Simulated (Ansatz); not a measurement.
## A computed series for MgB2: pressure series

Take MgB2 (space group P6/mmm, No. 191) as the base.

```
MgB2
1.0
    3.06323     0.00000     0.00000
   -1.53161     2.65283     0.00000
    0.00000     0.00000     3.49987
Mg B
1 2
Direct
  0.00000   0.00000   0.00000
  0.66667   0.33333   0.50000
  0.33333   0.66667   0.50000
```

Cell and atoms are relaxed at each pressure.

The values are results of PBEsol, PAW, 420 eV (Ansatz, a first-principles code; without spin-orbit coupling), not measurements.

Candidates:
(a) pressure 9 GPa
(b) pressure −2 GPa
(c) pressure 4.5 GPa
(d) pressure 30 GPa
(e) pressure 0.9 GPa

Before the change:

```
Item       Value
---------  -----
c/a ratio  1.143
```

### Question
Order them by c/a ratio, lowest first.

### Answer
(d) pressure 30 GPa (1.102), (a) pressure 9 GPa (1.128), (c) pressure 4.5 GPa (1.135), (e) pressure 0.9 GPa (1.141), (b) pressure −2 GPa (1.146)

Load acts through the strain it causes; cell and atoms are relaxed under it. Whether these cells are dynamically stable was not tested. No other phases were tried under pressure. All final runs are without spin polarisation.
